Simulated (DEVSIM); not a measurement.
System: Schottky contact on n-type GaN, at 450 K.

Layer 1 from the left is GaN, thickness (μm) 3.10, Nd (cm⁻³) 3.6e16, τn (s) 3.7e-8, τp (s) 3.7e-8.

Left contact: Schottky, work function 5.44 eV, emission velocity 1.7e6 cm/s. Right contact: ohmic. Voltage is applied to the left contact. Recombination: SRH at mid-gap, Auger. Mobility is μmin + (μ − μmin)/(1 + (N/Nref)^α).

The device is made up for the run: typed textbook-type constants, with dimensions and the other settings drawn at random. Values at 300 K; Nc and Nv go as T^1.5, mobilities as T to minus their exponent, the gap by Varshni's rule with the affinity fixed.

GaN: gap (eV) 3.43, affinity (eV) 4.1, permittivity 9.5, Nc (cm⁻³) 2.3e18, Nv (cm⁻³) 4.6e19, μn (cm²/Vs) 1200, μp (cm²/Vs) 100, μn,min 55, μp,min 3, Nref,n 2e17, Nref,p 3e17, αn 1, αp 2, T exponent of μn 1.5, T exponent of μp 2, Cn (cm⁶/s) 1e-30, Cp (cm⁶/s) 1e-30, Varshni α (eV/K) 0.00091, Varshni β (K) 830.

DEVSIM, 1D drift-diffusion, Boltzmann statistics, complete ionisation; no tunnelling, impact ionisation, image-force lowering or self-heating. Metal contacts follow the ideal Schottky-Mott rule: no Fermi-level pinning, no interface dipoles.

Dark forward current:

```csv
|V| (V),|J| (A/cm²)
0.05,2.903e-9
0.10,1.343e-8
0.15,5.163e-8
0.20,1.902e-7
0.25,6.929e-7
0.30,2.516e-6
0.35,9.130e-6
0.40,3.312e-5
0.45,0.0001201
0.50,0.0004354
0.55,0.001578
0.60,0.005720
0.65,0.02072
0.70,0.07504
0.75,0.2715
0.80,0.9801
0.85,3.518
0.90,12.41
0.95,41.56
1.00,122.3
1.05,290.3
1.10,550.4
1.15,880.6
1.20,1258
1.25,1667
1.30,2097
```

Task: Work out the local ideality factor n = ΔV / (kT/q · ln(J2/J1)) between the rows 0.20 and 0.25 V, 1.25 and 1.30 V.

Result: kT/q = 38.78 mV. From 0.20 to 0.25 V: ln(6.929e-7/1.902e-7) = 1.293, n = 1.00, near the 1 of diffusion or emission over a barrier. From 1.25 to 1.30 V: ln(2097/1667) = 0.229, n = 5.62; the layers' resistance at their doping, Σ W/(qμN) = 9.6e-5 Ω cm², would take 41 mV of this step of 50 mV.

Task: Estimate the current at 0.55 V for emission alone, J0 = q v N_band exp(−φB/kT), and read the barrier back from the simulated current.

Result: φB = 1.340 eV, N_band = 4.23e18 cm⁻³, J0 = 1.13e-9 A/cm²; J = J0 (exp(qV/kT) − 1) = 0.00164 A/cm². The simulation gives 0.00158 A/cm²; the estimate lies 3.7 % above. Read backwards, the simulated current gives an apparent barrier of 1.341 eV. The estimate leaves out transport through the depletion region and minority injection.
